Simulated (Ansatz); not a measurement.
## Converging shifted k-point meshes: GaCuGeSe4 (C2, 7 atoms in the cell)

```
GaCuGeSe4
1.0
   -2.76146     2.76146     5.42151
    2.76146    -2.76146     5.42151
    2.76146     2.76146    -5.42151
Ga Cu Ge Se
1 1 1 4
Direct
  0.50461   0.50461   0.00000
  0.25000   0.75000   0.50000
  0.75000   0.25000   0.50000
  0.11400   0.11832   0.47142
  0.88168   0.35310   0.99568
  0.64690   0.64258   0.52858
  0.35742   0.88600   0.00432
```

Method: LDA (PW92), default PAW files made with PBE (plane waves; Ansatz, a first-principles code).

Base settings: basis.ecutwfc = 420 eV; kpoints.mp_grid.grid = 3 3 3; hamiltonian.xc = lda; hamiltonian.pseudopotentials = {kind: paw} (the program's default PAW files); scf.occupations.method = fixed.

In this ladder: kpoints.mp_grid.shift = 0.5 0.5 0.5.

Shifted meshes do not hold Γ, so a gap read on them misses any band edge there.

Only quantities that move along the ladder and can be compared are tabulated.

The count of work is k-points × plane waves × bands × iterations; it is no time. Core times come from one kind of shared machine, to one figure; runs under 30 s give none.

The starting cell comes from a database of computed structures (which also holds hypothetical and non-ambient phases and stackings), without a prior relaxation at this level. Its lattice was rescaled by up to half a per cent. One atom was moved a little off its site on purpose. In the base run, with a pressure of about -3 GPa the cell is away from its equilibrium volume at this level. Ansatz's pressure includes its estimate of the finite-basis (Pulay) stress.

Steps (kpoints.mp_grid.grid): 2 2 2; 3 3 3; 4 4 4; 5 5 5; 6 6 6; 7 7 7; 8 8 8; 9 9 9; 10 10 10; 12 12 12.

Question: What is the coarsest kpoints.mp_grid.grid that holds the free energy within 0.5 meV/atom of the last step, with all finer ones?

Answer: 3 3 3, at 0.021 of the last step's count of work; the step before is off by 0.77 meV/atom.

Question: What is the coarsest kpoints.mp_grid.grid that holds the pressure within 0.1 GPa of the last step, with all finer ones?

Answer: 3 3 3, at 0.021 of the last step's count of work; the step before is off by 0.19 GPa.

| kpoints.mp_grid.grid | free energy less the last step's (meV/atom) | pressure (GPa) | largest difference of a force vector from the last step's (eV/Å) | gap on the mesh (eV) | count of work / last | core time / last (rough) |
|---|---|---|---|---|---|---|
| 2 2 2 | 0.77 | -3.09 | 0.040 | 1.705 | 0.0084 | – |
| 3 3 3 | 0.40 | -3.26 | 0.017 | 1.324 | 0.021 | – |
| 4 4 4 | 0.01 | -3.28 | 0.004 | 1.189 | 0.046 | – |
| 5 5 5 | 0.01 | -3.28 | 0.002 | 1.041 | 0.082 | 0.06 |
| 6 6 6 | 0.01 | -3.28 | 0.001 | 0.946 | 0.14 | 0.1 |
| 7 7 7 | 0.00 | -3.28 | 0.000 | 0.882 | 0.21 | 0.2 |
| 8 8 8 | 0.00 | -3.28 | 0.000 | 0.837 | 0.31 | 0.3 |
| 9 9 9 | 0.00 | -3.28 | 0.000 | 0.804 | 0.43 | 0.3 |
| 10 10 10 | 0.00 | -3.28 | 0.000 | 0.780 | 0.59 | 0.5 |
| 12 12 12 | 0.00 | -3.28 | 0.000 | 0.746 | 1.0 | 1 |

Left out of this page: 1 run of the series stopped by limits of time or memory.

Keys are those of Ansatz 0.2.
